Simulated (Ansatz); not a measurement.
A self-consistent single point of Li (Im-3m, 1 atom in the cell) with Ansatz (an electronic-structure program).

Level of theory: LDA (PW92), default PAW files made with PBE (plane waves; Ansatz).

```yaml
crystal:
  lattice:
    - [-1.74500, 1.74500, 1.74500]
    - [1.74500, -1.74500, 1.74500]
    - [1.74500, 1.74500, -1.74500]
  atoms:
    - { symbol: Li, position: [0.00000, 0.00000, 0.00000] }
```

Reference input (self-consistent single point, DFT, PBE, plane waves, default PAW files): kpoints.mp_grid.grid = 11 11 11; hamiltonian.xc = pbe; hamiltonian.pseudopotentials = {kind: paw} (the program's default PAW files); scf.occupations.method = gaussian; scf.occupations.width = 0.136 eV. This run's input differs from it in these lines:

Ansatz 0.2 input:
```diff
@@ -11,3 +11,3 @@
 hamiltonian:
-  xc: pbe
+  xc: lda
   pseudopotentials: { kind: paw }
```

The program printed (abridged):

```
SCF iter   1: F=—  HF=-201.639075 eV  |F-HF|=—  |Δ(HF+E_count)|=         —  Δρ=4.27e-3  dr2=1.04e-3  ethr=1.77e-3  ⟨swp⟩=3.4  Hψ=2561  notcnv=0
all-band conjugate gradients solve this SCF's bands
preconditioner: auto → none
SCF iter   2: F=—  HF=-201.635431 eV  |F-HF|=—  |Δ(HF+E_count)|=   3.64e-3  Δρ=1.67e-3  dr2=1.58e-4  ethr=3.46e-5  ⟨swp⟩=2.0  Hψ=850  notcnv=0
SCF iter   3: F=—  HF=-201.634820 eV  |F-HF|=—  |Δ(HF+E_count)|=   6.10e-4  Δρ=6.69e-5  dr2=1.19e-6  ethr=5.26e-6  ⟨swp⟩=2.0  Hψ=403  notcnv=0  defer=1
SCF iter   4: F=—  HF=-201.634820 eV  |F-HF|=—  |Δ(HF+E_count)|=   1.50e-7  Δρ=3.53e-6  dr2=2.76e-9  ethr=3.97e-8  ⟨swp⟩=1.0  Hψ=318  notcnv=0  defer=1
iter 5 did not close the SCF: its close was put off for the readings that it lacked (scf_convergence_deferred on its scf_iter line)
SCF iter   5: F=-201.634820 eV  HF=-201.634820 eV  |F-HF|=1.96e-12  |Δ(HF+E_count)|=   1.53e-9  Δρ=1.08e-7  dr2=1.40e-12  ethr=9.22e-11  ⟨swp⟩=1.5  Hψ=346  notcnv=0  defer=1
SCF iter   6: F=-201.634820 eV  HF=-201.634820 eV  |F-HF|=8.53e-14  |Δ(HF+E_count)|=  5.12e-12  Δρ=4.47e-9  dr2=1.58e-15  ethr=1.00e-12  ⟨swp⟩=1.8  Hψ=1016  notcnv=0
SCF 1 converged in 6 iterations: F = -201.634820 eV  dr2 = 1.58e-15
Free energy (F): -201.634820 eV
Internal energy: -201.630675 eV  (E = F + TS)
E sigma→0 (E₀):  -201.632748 eV
Entropy (-TS):   -0.004145 eV (-4.145 meV/atom)
Fermi energy:    0.786878 eV
--- Forces (eV/Å), atoms counted from 1 ---
  atom   1  Li     0.00000000     0.00000000     0.00000000
--- Stress (GPa, compression-positive) ---
       -1.407350      -0.000000       0.000000
       -0.000000      -1.407350       0.000000
        0.000000       0.000000      -1.407350
  P = ⅓ Tr σ = -1.4073 GPa (-14.073 kbar)
  The stress holds the Pulay correction. Without it, at fixed plane waves, as pw.x and ABINIT print it: P = -1.4109 GPa
```

The run converged in 6 iterations. Against the reference run the pressure goes from -0.63 to -1.41 GPa.

The starting cell has typed, rounded lattice constants, without a prior relaxation at this level. Ansatz's pressure includes its estimate of the finite-basis (Pulay) stress.
